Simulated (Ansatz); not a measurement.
The starting structures come from a database of crystals and need not be the phases stable at ambient conditions.

 Where the default PAW files enter, the runs use the earlier of Ansatz's two default sets.

# Evanescent states of TlIO3 (R3m, not sure to be the ambient phase, 5 atoms a cell, 20.4 Å³ an atom, -4 GPa at this level) along the normal of (001)

Computed with r2SCAN (plane waves, PAW; Ansatz, a program for electronic structure).

The gap is the functional's own, uncorrected, and κ follows it; spin-orbit coupling is left out. Mid-gap values are interpolated between the computed energies.

Energies count from the valence-band top; κ is the least over a 6×6 mesh across the current.

```json
[
 {"E (eV)": "0.09", "κ (1/Å)": "0.205", "where": "Γ"},
 {"E (eV)": "0.26", "κ (1/Å)": "0.319", "where": "Γ"},
 {"E (eV)": "0.42", "κ (1/Å)": "0.379", "where": "Γ"},
 {"E (eV)": "0.59", "κ (1/Å)": "0.416", "where": "off Γ"},
 {"E (eV)": "0.77", "κ (1/Å)": "0.431", "where": "off Γ"},
 {"E (eV)": "0.94", "κ (1/Å)": "0.443", "where": "off Γ"},
 {"E (eV)": "1.10", "κ (1/Å)": "0.453", "where": "off Γ"},
 {"E (eV)": "1.27", "κ (1/Å)": "0.458", "where": "Γ"},
 {"E (eV)": "1.45", "κ (1/Å)": "0.461", "where": "Γ"},
 {"E (eV)": "1.61", "κ (1/Å)": "0.449", "where": "Γ"},
 {"E (eV)": "1.78", "κ (1/Å)": "0.433", "where": "Γ"},
 {"E (eV)": "1.96", "κ (1/Å)": "0.416", "where": "Γ"},
 {"E (eV)": "2.12", "κ (1/Å)": "0.396", "where": "Γ"},
 {"E (eV)": "2.29", "κ (1/Å)": "0.374", "where": "Γ"},
 {"E (eV)": "2.46", "κ (1/Å)": "0.348", "where": "Γ"},
 {"E (eV)": "2.63", "κ (1/Å)": "0.319", "where": "Γ"},
 {"E (eV)": "2.81", "κ (1/Å)": "0.284", "where": "Γ"},
 {"E (eV)": "2.98", "κ (1/Å)": "0.243", "where": "Γ"},
 {"E (eV)": "3.15", "κ (1/Å)": "0.189", "where": "Γ"},
 {"E (eV)": "3.31", "κ (1/Å)": "0.105", "where": "Γ"}
]
```

**Question.** How thick must the barrier be to attenuate the transmission by 10^6 when the electrodes' Fermi level lies at 3.31 eV, and what attenuation does that film give at 2.12 eV?

**Answer.** d = 6 ln 10 / (2 × 0.105) = 65.8 Å. At 2.12 eV it gives 6 × 0.396/0.105 = 22.6 decades.
